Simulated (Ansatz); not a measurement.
MgSc3N (model structure, started from the Ni3MgC type, Pm-3m, No. 221, 5 atoms in the cell), treated with LDA in Ansatz (plane waves, PAW).

Numerical settings: plane-wave cutoff 520 eV, 14×14×14 k mesh, Fermi–Dirac smearing 0.05 eV, scalar-relativistic PAW data made under PBE.

Cell (relaxed at this level):

```
CELL_PARAMETERS angstrom
      4.42305     0.00000     0.00000
      0.00000     4.42305     0.00000
      0.00000     0.00000     4.42305
ATOMIC_POSITIONS crystal
  Mg 0.00000 0.00000 0.00000
  Sc 0.00000 0.50000 0.50000
  Sc 0.50000 0.00000 0.50000
  Sc 0.50000 0.50000 0.00000
  N  0.50000 0.50000 0.50000
```

Q: Estimate the bulk modulus that the calculation returns.

A: 
- bulk modulus: 102 GPa

The run finds no gap.

Note: the bulk modulus is −V dP/dV from two relaxed cells at ±2 % in volume; the relaxation could raise the start's symmetry but not lower it, so the cell can be a saddle point.

The computed numbers hold no vibrational or temperature effects.

A model structure was made by putting elements into a prototype or built by hand; it is no filed structure, need not be a known phase, and can be a saddle point held by its symmetry.

Ansatz is a program for electronic structure.
